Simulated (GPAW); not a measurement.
Worked example: self-consistent single point of Cu3Pd (Pm-3m, 4 atoms in the cell) in GPAW.

Level of theory: LDA (Perdew-Wang 92), GPAW PAW datasets LDA (gpaw-data 1.0.1) (plane waves; GPAW).

```yaml
crystal:
  lattice:
    - [3.68588, 0.00000, 0.00000]
    - [0.00000, 3.68588, 0.00000]
    - [0.00000, 0.00000, 3.68588]
  atoms:
    - { symbol: Cu, position: [0.00000, 0.50000, 0.50000] }
    - { symbol: Cu, position: [0.50000, 0.00000, 0.50000] }
    - { symbol: Cu, position: [0.50000, 0.50000, 0.00000] }
    - { symbol: Pd, position: [0.00000, 0.00000, 0.00000] }
```

Reference input (self-consistent single point, DFT PBEsol, plane waves, GPAW PAW datasets PBEsol (made by gpaw-setup)): mode = pw; ecut = 800 eV; xc = PBEsol; kpts = 9 9 9; mesh shift (steps) = 0 0 0; occupations.name = fermi-dirac; occupations.width = 0.05 eV; nbands = -10; symmetry.symmorphic = false; symmetry.tolerance = 0.0005; maxiter = 120. This run's input differs from it in these lines:

```diff
@@ -15,3 +15,3 @@
 calc = GPAW(mode=PW(800),
-            xc='PBEsol',
+            xc='LDA',
             kpts=(9, 9, 9),
```

Its files differ too (potentials: GPAW PAW datasets LDA (gpaw-data 1.0.1)).

Output (repeated stretches shortened):

```
     iter     time        total  log10-change:
                         energy   eigst   dens
iter:   1 --:--:--   -24.019222
iter:   2 --:--:--   -22.582165   -1.31  -1.17
iter:   3 --:--:--   -19.888127   -0.50  -1.24
iter:   4 --:--:--   -19.757407   -2.79  -1.91
iter:   5 --:--:--   -20.288654   -1.52  -1.89
iter:   6 --:--:--   -19.859136   -1.31  -1.78
iter:   7 --:--:--   -19.633241   -2.06  -1.86
iter:   8 --:--:--   -19.644664   -3.15  -2.51
iter:   9 --:--:--   -19.641038c  -4.32  -2.49
iter:  10 --:--:--   -19.625220c  -3.31  -2.54
iter:  11 --:--:--   -19.624386c  -3.91  -3.10
iter:  12 --:--:--   -19.624426c  -5.37  -3.62
iter:  13 --:--:--   -19.624320c  -5.69  -3.60
iter:  14 --:--:--   -19.624411c  -5.98  -3.62
iter:  15 --:--:--   -19.624373c  -6.98  -3.54
iter:  16 --:--:--   -19.624299c  -5.86  -3.63
iter:  17 --:--:--   -19.624293c  -5.60  -3.91
iter:  18 --:--:--   -19.624286c  -6.69  -4.22c
iter:  19 --:--:--   -19.624285c  -7.45c -4.49c
Converged after 19 iterations.

Dipole moment: (-0.000000, 0.000000, -0.000000) |e|*Ang

Energy contributions relative to reference atoms: (reference = -271951.369240)

Kinetic:        -40.870457
Potential:      +28.207107
External:        +0.000000
XC:              -6.922647
Entropy (-ST):   -0.012634
Local:           -0.031971
SIC:             +0.000000
--------------------------
Free energy:    -19.630602
Extrapolated:   -19.624285

Showing only first 2 kpts
 Kpt  Band  Eigenvalues  Occupancy
  0    22      7.54063    1.99949
  0    23      7.54063    1.99949
  0    24     10.01996    0.00000
  0    25     10.01996    0.00000

  1    22      7.28284    2.00000
  1    23      7.53743    1.99952
  1    24      9.27786    0.00000
  1    25     10.48678    0.00000

Fermi level: 7.95423

No gap
No difference between direct/indirect transitions
Energy (eV): -19.624285

Forces in eV/Ang:
  0 Cu    0.00000    0.00000    0.00000
  1 Cu    0.00000    0.00000    0.00000
  2 Cu    0.00000    0.00000    0.00000
  3 Pd   -0.00000    0.00000    0.00000

Stress tensor:
     0.061681     0.000000     0.000000
     0.000000     0.061681     0.000000
     0.000000     0.000000     0.061681
Stress (GPa, Voigt): [9.8825 9.8825 9.8825 0.     0.     0.    ]
```

The run converged in 19 iterations. GPAW prints stress with tension positive. Against the reference run the pressure goes from -3.27 to -9.88 GPa.

The starting cell comes from a database of computed structures (which also holds hypothetical and non-ambient phases and stackings), without a prior relaxation at this level. Its lattice was rescaled by a random factor within 2.5 % of one. Spin polarisation is off. With a pressure of about -10 GPa the cell is away from its equilibrium volume at this level.

Cost on one core of a shared machine: roughly 40 s.
